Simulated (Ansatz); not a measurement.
Ansatz (an electronic-structure program) run on InBi₂S₄Cl (Cm, 8 atoms in the cell): relaxation of the atoms.

Method of the run: LDA (PW92), default PAW files made with PBE (plane waves; Ansatz).

The change in words: one atom moved by 0.15 angstrom; relax: default → atoms; relax.f_tol: default → 0.001 eV/Å. Reference geometry:
```yaml
crystal:
  lattice:
    - [6.32031, -1.97729, 0.00000]
    - [6.32031, 1.97729, 0.00000]
    - [-3.72219, 0.00000, 7.79498]
  atoms:
    - { symbol: In, position: [0.00000, 0.00000, 0.00000] }
    - { symbol: Bi, position: [0.79566, 0.79566, 0.27516] }
    - { symbol: Bi, position: [0.20434, 0.20434, 0.72484] }
    - { symbol: S, position: [0.16340, 0.16340, 0.31688] }
    - { symbol: S, position: [0.83660, 0.83660, 0.68312] }
    - { symbol: S, position: [0.37459, 0.37459, 0.05408] }
    - { symbol: S, position: [0.62541, 0.62541, 0.94592] }
    - { symbol: Cl, position: [0.50000, 0.50000, 0.50000] }
```

Reference input (self-consistent single point, DFT, LDA (PW92), plane waves, default PAW files made with PBE): basis.ecutwfc = 420 eV; kpoints.mp_grid.grid = 6 6 2; hamiltonian.xc = lda; hamiltonian.pseudopotentials = {kind: paw} (the program's default PAW files); scf.occupations.method = fermi_dirac; scf.occupations.width = 0.02 eV. This run's input differs from it in these lines:

```diff
@@ -7,3 +7,3 @@
   atoms:
-    - { symbol: In, position_ang: [0.000000, 0.000000, 0.000000] }
+    - { symbol: In, position_ang: [-0.000004, -0.000000, 0.149999] }
     - { symbol: Bi, position_ang: [9.033445, 0.000000, 2.144866] }
@@ -24,2 +24,4 @@
   occupations: { method: fermi_dirac, width: 0.02 }
+relax:
+  f_tol: 0.001
 output:
```

Log, with long lists cut:

```
   [... SCF lines of the steps left out ...]
relax step   1: F+E_penalty+E_count = -34155.32469543 eV  Δ(F+E_penalty+E_count) = +0.000e0 eV  max|allowed force component| = 9.848e-1 eV/Å  Δτ_max = 0.0000 Å  (7 SCF iters, dr2 threshold 1.00e-7 eV, accepted)
relax step   2: F+E_penalty+E_count = -34155.39723948 eV  Δ(F+E_penalty+E_count) = -7.254e-2 eV  max|allowed force component| = 3.472e-1 eV/Å  Δτ_max = 0.1323 Å  (6 SCF iters, dr2 threshold 6.06e-5 eV, accepted)
   [... lines left out ...]
relax step   9: F+E_penalty+E_count = -34155.42602498 eV  Δ(F+E_penalty+E_count) = -1.046e-4 eV  max|allowed force component| = 5.554e-3 eV/Å  Δτ_max = 0.0047 Å  (6 SCF iters, dr2 threshold 1.13e-8 eV, accepted)
relax step  10: F+E_penalty+E_count = -34155.42605418 eV  Δ(F+E_penalty+E_count) = -2.920e-5 eV  max|allowed force component| = 4.714e-4 eV/Å  Δτ_max = 0.0051 Å  (6 SCF iters, dr2 threshold 5.24e-9 eV, accepted)
relax step  11: F+E_penalty+E_count = -34155.42605418 eV  Δ(F+E_penalty+E_count) = -7.276e-12 eV  max|allowed force component| = 4.691e-4 eV/Å  Δτ_max = 0.0000 Å  (6 SCF iters, accepted)
the relaxation is at rest under the 2 symmetry operations that the run kept from its start: a minimum is not shown …
Stability not checked: this state was not tested for a lower state beside it, because too few of the mixer's solves of this state at the end of the SCF gave a …
Free energy (F): -34155.426054 eV
Internal energy: -34155.426054 eV  (E = F + TS)
E sigma→0 (E₀):  -34155.426054 eV
Fermi energy:    7.266981 eV
--- Forces (eV/Å), atoms counted from 1 ---
  atom   1  In    -0.00046934     0.00000000    -0.00046186
  atom   2  Bi     0.00008406     0.00000000    -0.00032060
   [... lines left out ...]
    - { symbol: S, position: [0.8339836336580467, 0.8339836336580467, 0.6933455458701719] }
    - { symbol: S, position: [0.3768624998042978, 0.3768624998042978, 0.05827326744413801] }
    - { symbol: S, position: [0.6245649073196178, 0.6245649073196178, 0.9465254702691794] }
    - { symbol: Cl, position: [0.5006286861985766, 0.5006286861985766, 0.5023669270036192] }
```

The run converged.  The full log also holds: “iter 5 did not close the SCF: its close was put off for the readings that it lacked (scf_convergence_deferred on its scf_iter line)”. The full log also holds: “iter 4 did not close the SCF: its close was put off for the readings that it lacked (scf_convergence_deferred on its scf_iter line)”.

Summary of the result:
Free energy E − TS (on the zero of these files): -34155.4261 eV
Top of the valence band (on the code's own zero): 6.45 eV
Gap on the k-point mesh: 1.63 eV
Pressure: -4.11 GPa
Relaxation steps: 11

The starting cell comes from a database of computed structures (which also holds hypothetical and non-ambient phases and stackings), without a prior relaxation at this level. Its lattice was rescaled by up to half a per cent. For this run, on top of that: one atom moved by 0.15 angstrom. Spin-orbit coupling is off. Ansatz's pressure includes its estimate of the finite-basis (Pulay) stress.

Cost on one core of a shared machine: roughly 3 min.

Keys are those of Ansatz 0.2.
